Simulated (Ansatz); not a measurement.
## Point defect Al on the Si site + 1 H in metastable 2H silicon carbide

Level of theory: PBE, PAW (plane waves to 420 eV; Ansatz, a first-principles code). Details: 96-site cell; 2×2×2 shifted k-points; start: the Si site; H antibonding at the dopant; energies good to tenths of an eV; flagged in the runs: a host whose relaxation on this sampling wasn't shown to rest.

Neighbours after relaxation, in Å: of the Al atom: H 1.71, C 1.92, C 1.93, C 1.98, C 2.30; of the H atom: C 1.11, Al 1.71, Si 2.11, C 2.13, Si 2.17, C 2.49.

Formation energies E_f are those of the neutral cell. Chemical conditions: C-rich (Δμ(Si) = -0.40 eV, Δμ(Al) = -0.16 eV, Δμ(H) = -0.32 eV, bounded by Al4C3 (R-3m), CH4 molecule; only phases computed here count, gases as isolated molecules at 0 K). Reference phases: Al: fcc Al, H: H2 molecule in a box, Si: silicon.

```tsv
charge	moment (μB)	largest move off a lattice site (Å)	E_f, C-rich (eV)
0	not spin-polarised	0.28	1.86
```

No other site or start that was run ended lower by more than 0.1 eV.

Flagged in the runs: a host whose relaxation on this sampling wasn't shown to rest.
